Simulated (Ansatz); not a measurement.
The parent structure is PbS in the rock salt structure (space group Fm-3m, No. 225; a = 5.903 Å).

Computed with PBEsol, PAW, 420 eV (Ansatz, an electronic-structure program; no spin-orbit coupling).

One change was made to it. Results:

| quantity | base | after |
|---|---|---|
| density | 7.73 g/cm³ | 8.56 g/cm³ |
| shortest interatomic distance | 2.951 Å | 2.853 Å |

Task: Which change produced these results?
(A) pressure −2 GPa
(B) pressure 7.5 GPa
(C) pressure 0.3 GPa
(D) pressure 3 GPa

Result: B, pressure 7.5 GPa. For comparison, the density in the other runs: pressure −2 GPa gives 7.45 g/cm³; pressure 0.3 GPa gives 7.77 g/cm³; pressure 3 GPa gives 8.09 g/cm³.

Load acts through the strain it causes; cell and atoms are relaxed under it. No phonon test of stability was made. No other phases were tried under pressure. The base started in P3_121 and relaxed to Fm-3m at this level. The final runs are not spin-polarised.
